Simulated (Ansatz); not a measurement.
# Converging shifted k-point meshes: MoPt₂ (Imm2, 3 atoms in the cell)

```xyz
3
Lattice="-1.3856 1.9920 4.1773 1.3856 -1.9920 4.1773 1.3856 1.9920 -4.1773" Properties=species:S:1:pos:R:3 pbc="T T T"
Mo     0.0000     0.0000     0.0500
Pt     0.0000     0.0000     5.5419
Pt     0.0000     0.0000     2.8126
```

Level of theory: PBEsol, default PAW files made with PBE (plane waves; Ansatz, an electronic-structure program).

Base settings: basis.ecutwfc = 420 eV; kpoints.mp_grid.grid = 12 12 12; hamiltonian.xc = pbesol; hamiltonian.pseudopotentials = {kind: paw} (the program's default PAW files); scf.occupations.method = gaussian; scf.occupations.width = 0.1 eV.

In this ladder: kpoints.mp_grid.shift = 0.5 0.5 0.5.

Only quantities that move along the ladder and can be compared are tabulated.

The count of work is k-points × plane waves × bands × iterations; it is no time. 

The starting cell comes from a database of computed structures (which also holds hypothetical and non-ambient phases and stackings), without a prior relaxation at this level. Its lattice was rescaled by up to half a per cent. One atom was moved a little off its site on purpose. Spin polarisation is off. In the base run, with a pressure of about -9 GPa the cell is away from its equilibrium volume at this level. Ansatz's pressure includes its estimate of the finite-basis (Pulay) stress.

| kpoints.mp_grid.grid | free energy less the last step's (meV/atom) | pressure (GPa) | largest difference of a force vector from the last step's (eV/Å) | count of work / last |
|---|---|---|---|---|
| 2 2 2 | 223.67 | -6.54 | 0.817 | 0.0013 |
| 3 3 3 | -42.68 | -9.28 | 0.105 | 0.0026 |
| 4 4 4 | 32.28 | -8.79 | 0.100 | 0.0056 |
| 5 5 5 | 5.72 | -8.93 | 0.100 | 0.0088 |
| 6 6 6 | -21.15 | -9.65 | 0.117 | 0.015 |
| 8 8 8 | 0.68 | -9.20 | 0.022 | 0.031 |
| 10 10 10 | -2.22 | -9.25 | 0.022 | 0.056 |
| 12 12 12 | 0.56 | -9.21 | 0.005 | 0.091 |
| 15 15 15 | -1.12 | -9.25 | 0.003 | 0.17 |
| 28 28 28 | 0.00 | -9.23 | 0.000 | 1.0 |

Coarsest kpoints.mp_grid.grid that holds the forces within 0.02 eV/Å of the last step, with all finer ones: 12 12 12, at 0.091 of the last step's count of work; the step before is off by 0.022 eV/Å.

Coarsest kpoints.mp_grid.grid that holds the pressure within 0.2 GPa of the last step, with all finer ones: 8 8 8, at 0.031 of the last step's count of work; the step before is off by 0.42 GPa.

Coarsest kpoints.mp_grid.grid that holds the free energy within 5 meV/atom of the last step, with all finer ones: 8 8 8, at 0.031 of the last step's count of work; the step before is off by 21 meV/atom.

Keys are those of Ansatz 0.2.
